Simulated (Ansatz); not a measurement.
# Si on the Ga site (Si_Ga) (metastable alpha Ga2O3 host)

Calculation: PBE, PAW (plane waves to 420 eV; Ansatz, a quantum-chemistry and plane-wave program). The supercell holds 120 host sites (2×2×1 repeats of the unit cell), with a 2×2×2 Γ-centred k-point sampling for the final energies. Site at the start: the Ga site. Charged cells carry a point-charge image correction with potential alignment at far atoms. Dielectric constants: PBE linear response of the host. Host gap at this level: 2.40 eV. A cell of this size leaves errors of a few tenths of an eV. Levels are measured in PBE's own, too narrow, gap. Spin–orbit coupling is left out. Each state is the lowest found from its start.

Formation energies E_f are given with the Fermi level at the valence-band maximum. Chemical conditions: Ga-rich (Δμ(Ga) = 0.00 eV, Δμ(Si) = -2.38 eV, bounded by alpha cristobalite; only phases computed here count, gases as isolated molecules at 0 K); O-rich (Δμ(Ga) = -4.48 eV, Δμ(Si) = -8.35 eV, bounded by alpha cristobalite; only phases computed here count, gases as isolated molecules at 0 K). Reference phases: Ga: alpha gallium, Si: silicon.

| charge | moment (μB) | point group | largest move off a lattice site (Å) | image correction with alignment (eV) | E_f, Ga-rich (eV) | E_f, O-rich (eV) |
|---|---|---|---|---|---|---|
| +1 | not spin-polarised | C3 | 0.23 | 0.07 | -1.33 | 0.16 |
| 0* | quenched | C3 | 0.23 | – | – | – |
| −1* | not spin-polarised | C3 | 0.23 | – | – | – |

* At this level the carrier isn't localised at the defect: at charge 0 electrons occupy the conduction band; at charge −1 electrons occupy the conduction band. Such a state is shallow or no state of the defect, and this cell gives it no level.

Point groups are those of the whole cell at tolerances of 0.03 and 0.1 Å ("near" where only the looser one holds); none is given for unsettled states.

Starting moments that weren't kept: charge 0 began with 1 μB and ended with 0.0.

Flagged in the runs: a host whose relaxation on this sampling wasn't shown to rest, a strain field that reaches the edge of the cell.
